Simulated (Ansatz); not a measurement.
Consider SnTe in the rock salt structure (space group Fm-3m, No. 225; a = 6.3697 Å). Axes: x, y, z lie along the cube axes.

Calculations: r2SCAN (Ansatz, a quantum-chemistry and plane-wave program, PAW, no SOC).

Strains are applied to the cell and any free atomic positions relax; under biaxial strain the out-of-plane vector relaxes too.

One change was made to it. Results:

The band gap becomes zero (base: 0.13 eV); the energy grows by 1.0 meV/atom; the volume per atom rises by 0.283 Å³ to 32.59 Å³; the pressure (mean of the normal stresses, compression positive) goes from zero to -0.4 GPa.

Name the change that was made.
A. biaxial strain +0.42 %, plane normal [111], relaxed out of plane
B. biaxial strain +0.83 %, plane normal [111], relaxed out of plane
C. biaxial strain +2.50 %, plane normal [111], relaxed out of plane

B, biaxial strain +0.83 %, plane normal [111], relaxed out of plane. For comparison, the volume per atom in the other runs: biaxial strain +2.50 %, plane normal [111], relaxed out of plane gives 33.15 Å³; biaxial strain +0.42 %, plane normal [111], relaxed out of plane gives 32.45 Å³.

With Te present, leaving out spin-orbit coupling can change the band edges. No phonon test of stability was made. The final runs are not spin-polarised. Gaps under 0.05 eV, about the width of the smearing, are given as zero. The zero or small gap of SnTe can change with the level of theory.
